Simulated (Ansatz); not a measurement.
# Several settings converged on LaGe₂Pd₂ (I4mm, 5 atoms in the cell)

```
La(GePd)2
1.0
   -2.18820     2.18820     5.03688
    2.18820    -2.18820     5.03688
    2.18820     2.18820    -5.03688
La Ge Pd
1 2 2
Cartesian
  0.00000   0.00000   0.05000
  0.00000   0.00000   6.28734
  0.00000   0.00000   3.78643
  2.18820   0.00000   2.51844
  0.00000   2.18820   2.51844
```

Base method: LDA (PW92), default PAW files made with PBE (plane waves; Ansatz, a quantum-chemistry and plane-wave program).

Base settings: basis.ecutwfc = 30.9 Ry; kpoints.mp_grid.grid = 9 9 9; hamiltonian.xc = lda; hamiltonian.pseudopotentials = {kind: paw} (the program's default PAW files); scf.occupations.method = fermi_dirac; scf.occupations.width = 0.0073 Ry.

The count of work is k-points × plane waves × bands × iterations; it is no time. Core times come from one kind of shared machine, to one figure; runs under 30 s give none.

**The k-point mesh**

The second cell is the first with its lattice scaled by 0.98.

Only quantities that move along the ladder and can be compared are tabulated.

```tsv
kpoints.mp_grid.grid	free energy less the last step's (meV/atom)	energy of the compressed cell less the first (meV/atom)	pressure (GPa)	largest difference of a force vector from the last step's (eV/Å)	count of work / last
2 2 2	-159.05	-32.44	-8.06	0.080	0.014
4 4 4	22.06	-9.02	-4.85	0.078	0.045
6 6 6	-1.98	-10.86	-5.12	0.011	0.10
8 8 8	0.52	-10.30	-5.05	0.006	0.20
9 9 9	-0.27	-10.56	-5.08	0.004	0.26
11 11 11	0.11	-10.43	-5.06	0.001	0.44
15 15 15	0.00	-10.46	-5.07	0.000	1.0
```

Coarsest kpoints.mp_grid.grid that holds the energy of the compressed cell less the first within 0.2 meV/atom of the last step, with all finer ones: 8 8 8, at 0.20 of the last step's count of work; the step before is off by 0.40 meV/atom.

Coarsest kpoints.mp_grid.grid that holds the forces within 0.01 eV/Å of the last step, with all finer ones: 8 8 8, at 0.20 of the last step's count of work; the step before is off by 0.011 eV/Å.

Coarsest kpoints.mp_grid.grid that holds the free energy within 5 meV/atom of the last step, with all finer ones: 6 6 6, at 0.10 of the last step's count of work; the step before is off by 22 meV/atom.

The energy difference between the two cells stays within 1 meV/atom of the last step's from 6 6 6 on, the total only from 8 8 8 on: much of the error is common to both cells and cancels.

**The k-point mesh at a smearing width of 0.02 eV**

In this ladder: scf.occupations.width = 0.0015 Ry.

Only quantities that move along the ladder and can be compared are tabulated.

| kpoints.mp_grid.grid | free energy less the last step's (meV/atom) | pressure (GPa) | largest difference of a force vector from the last step's (eV/Å) | count of work / last | core time / last (rough) |
|---|---|---|---|---|---|
| 4 4 4 | 30.70 | -4.97 | 0.134 | 0.018 | – |
| 5 5 5 | -1.65 | -5.13 | 0.003 | 0.025 | – |
| 6 6 6 | -3.09 | -5.18 | 0.016 | 0.041 | – |
| 8 8 8 | 1.41 | -5.09 | 0.035 | 0.081 | – |
| 12 12 12 | 0.19 | -5.11 | 0.010 | 0.22 | 0.2 |
| 17 17 17 | 0.03 | -5.14 | 0.001 | 0.56 | 0.7 |
| 21 21 21 | 0.00 | -5.14 | 0.000 | 1.0 | 1 |

Coarsest kpoints.mp_grid.grid that holds the forces within 0.02 eV/Å of the last step, with all finer ones: 12 12 12, at 0.22 of the last step's count of work and about 0.2 of the last step's time; the step before is off by 0.035 eV/Å.

Coarsest kpoints.mp_grid.grid that holds the pressure within 0.1 GPa of the last step, with all finer ones: 5 5 5, at 0.025 of the last step's count of work; the step before is off by 0.17 GPa.

Coarsest kpoints.mp_grid.grid that holds the free energy within 1 meV/atom of the last step, with all finer ones: 12 12 12, at 0.22 of the last step's count of work and about 0.2 of the last step's time; the step before is off by 1.4 meV/atom.

**The k-point mesh at a smearing width of 0.3 eV**

In this ladder: scf.occupations.width = 0.022 Ry.

Only quantities that move along the ladder and can be compared are tabulated.

| kpoints.mp_grid.grid | free energy less the last step's (meV/atom) | pressure (GPa) | largest difference of a force vector from the last step's (eV/Å) | count of work / last |
|---|---|---|---|---|
| 4 4 4 | 6.71 | -4.44 | 0.009 | 0.032 |
| 6 6 6 | -0.01 | -4.60 | 0.006 | 0.074 |
| 8 8 8 | 0.00 | -4.59 | 0.001 | 0.15 |
| 12 12 12 | 0.00 | -4.59 | 0.000 | 0.40 |
| 17 17 17 | 0.00 | -4.59 | 0.000 | 1.0 |

Coarsest kpoints.mp_grid.grid that holds the pressure within 0.05 GPa of the last step, with all finer ones: 6 6 6, at 0.074 of the last step's count of work; the step before is off by 0.15 GPa.

Coarsest kpoints.mp_grid.grid that holds the forces within 0.005 eV/Å of the last step, with all finer ones: 8 8 8, at 0.15 of the last step's count of work; the step before is off by 0.006 eV/Å.

Coarsest kpoints.mp_grid.grid that holds the free energy within 5 meV/atom of the last step, with all finer ones: 6 6 6, at 0.074 of the last step's count of work; the step before is off by 6.7 meV/atom.

On the base run: the starting cell comes from a database of computed structures (which also holds hypothetical and non-ambient phases and stackings), without a prior relaxation at this level. Its lattice was rescaled by up to half a per cent. One atom was moved a little off its site on purpose. Spin polarisation is off. In the base run, with a pressure of about -5 GPa the cell is away from its equilibrium volume at this level. Ansatz's pressure includes its estimate of the finite-basis (Pulay) stress.

Keys are those of Ansatz 0.2.
